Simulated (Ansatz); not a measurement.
The parent structure is WC (space group P-6m2, No. 187; relaxed with 0.1 eV smearing).

```xyz
2
Lattice="2.9127 0.0000 0.0000 -1.4563 2.5225 0.0000 0.0000 0.0000 2.8354" Properties=species:S:1:pos:R:3 pbc="T T T"
W      0.0000     0.0000     0.0000
C      0.0000     1.6816     1.4177
```

Cartesian axes are those of the cell as printed.

Computed with r2SCAN, PAW, 500 eV (Ansatz, an electronic-structure program; spin-orbit coupling left out).

Perturbation: uniaxial strain ε_xx = −2.50 %, all other strain components held at zero, atoms relaxed at fixed cell.

Predict the stress tensor and what it implies for the stiffness.

Stress of the strained cell less that of the base (GPa, compression positive):
```
   20.2     0.0     0.0
    0.0     6.2     0.0
    0.0     0.0     4.6
```

Then −Δσ_ii/ε with ε = -0.0250 gives secant stiffness values (nonlinear terms included at this strain): C11 ≈ 808 GPa, C12 ≈ 249 GPa and C13 ≈ 184 GPa.

As a check, the harmonic strain energy −½ V₀ Δσ:ε is 16 meV/atom; the computed energy rise is 16 meV/atom.

Stability against distortions was not tested. The final runs are not spin-polarised.
